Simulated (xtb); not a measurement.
xtb 6.7.1, GFN2-xTB: CC(C)CC(C)[O], charge -1, multiplicity 1, 20 atoms. The geometry is a generated start, not checked to be a minimum at this level.

```
Quantity                  Result
-----------------  -------------
run flags                 --grad
method                  GFN2-xTB
--acc                1 (default)
--etemp (K)        300 (default)
basis functions               41
valence electrons             44
```

```xyz
20

C     -1.5818     0.8105    -1.0612
C     -1.1474     0.5360     0.3769
C     -1.6984    -0.8058     0.8535
C      0.3790     0.5349     0.5153
C      1.1385    -0.5730    -0.3312
C      2.6722    -0.2621    -0.1174
O      0.8148    -1.8132    -0.0734
H     -1.2403     0.0024    -1.7030
H     -1.1544     1.7473    -1.4213
H     -2.6708     0.8775    -1.1304
H     -1.5548     1.3530     1.0057
H     -1.0003    -1.5684     0.4837
H     -2.7083    -0.9858     0.4807
H     -1.7150    -0.8519     1.9424
H      0.6240     0.3616     1.5678
H      0.7661     1.5222     0.2338
H      0.9615    -0.2737    -1.4268
H      2.9352     0.7441    -0.4509
H      2.9233    -0.3680     0.9366
H      3.2568    -0.9876    -0.6807
```

Charge -1 and multiplicity 1 are set for this test and not shown to be the ground state.

One run each on 1 thread. Values of broydamp tried: 0.02, 0.05, 0.1, 0.2, 0.4 (default), 0.6, 0.8, 1.

Predict the course of the SCC iterations along this series.

Fewest SCC iterations, within one of each other: 0.4 (default) with 10, 0.6 with 11, 0.8 with 11, 1 with 11. The count rises to 17 at 0.02. All converge to one solution.

```
broydamp       SCC iterations            end
-------------  --------------  -------------
0.02                       17  same solution
0.05                       15  same solution
0.1                        13  same solution
0.2                        12  same solution
0.4 (default)              10  same solution
0.6                        11  same solution
0.8                        11  same solution
1                          11  same solution
```
